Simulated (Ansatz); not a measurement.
Si under load (space group Fd-3m), r2SCAN with spin-orbit coupling, rigid bands run with Ansatz (a first-principles code). Condition of this run: hydrostatic pressure 5 GPa (the target of the relaxation). Band gap 0.67 eV, N_c = 3.01e19 cm⁻³ and N_v = 2.07e19 cm⁻³ at 300 K, conductivity masses of 0.278 mₑ (electrons) and 0.347 mₑ (holes). Take k_BT = 0.02585 eV.

Question: What built-in voltage has an abrupt junction with N_A = 1e16 and N_D = 1e18 cm⁻³, all dopants ionised?

Answer: V_bi = E_g/e − (k_BT/e) ln(N_c N_v/(N_A N_D)) = 0.67 − 0.02585 × 11.04 = 0.38 V, for the computed gap.

Question: What thermal injection velocity √(2k_BT/πm) limits a ballistic channel?

Answer: 1.02e7 cm/s for electrons and 9.13e6 cm/s for holes, a ratio of √(m_h/m_e) = 1.12, for dilute carriers.

Question: A film of it is 5 nm thick. Estimate the confinement energies in an infinite well.

Answer: ħ²π²/(2m t²) = 0.376 eV·nm²/(m/mₑ × t²) gives 54.1 meV for electrons and 43.3 meV for holes, so the gap would widen to about 0.77 eV. Finite barriers and nonparabolic bands lower this, and with several valleys or bands the heaviest mass along the normal sets the lowest level, not this average.

Rigid bands with the computed gap; masses take one relaxation time for all states.
